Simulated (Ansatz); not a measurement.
The starting structures come from a database of crystals and need not be the phases stable at ambient conditions.

Data:

```
CELL_PARAMETERS angstrom
      3.44382     0.00000     0.00000
      0.00000     3.44382     0.00000
      1.72191     1.72191     2.43515
ATOMIC_POSITIONS crystal
  Be 0.00000 0.00000 0.00000
  S  0.25000 0.75000 0.50000
```

Space group of this cell: F-43m, zinc blende. The cell is taken as given.

The numbers are results of r2SCAN (plane waves, PAW; Ansatz, a program for electronic structure), not measurements.

The current runs along the normal of the first two printed vectors; no spin-orbit coupling. Scaled by the factor s: all lengths (ions clamped). The meshes follow the cell: 12×12×12 and 10×10 across at s = 0.98, 12×12×12 and 10×10 across at s = 1.00, 12×12×12 and 8×8 across at s = 1.02.

| s | mean pressure (GPa) | band gap (eV) |
|---|---|---|
| 0.98 | 6.5 | 3.45 |
| 1.00 | -0.1 | 3.59 |
| 1.02 | -5.3 | ? |

### Question
Take the slope of the band gap against ln s from the two given rows, extrapolate to s = 1.02, and say what the run there gives.

### Answer
Slope = (3.45 − 3.59) / ln 0.98 = 6.93 eV. The line gives 3.59 + (6.93) × ln 1.02 = 3.73 eV. The run gives 3.71 eV, 0.02 eV under the line, 13 % of the predicted step.
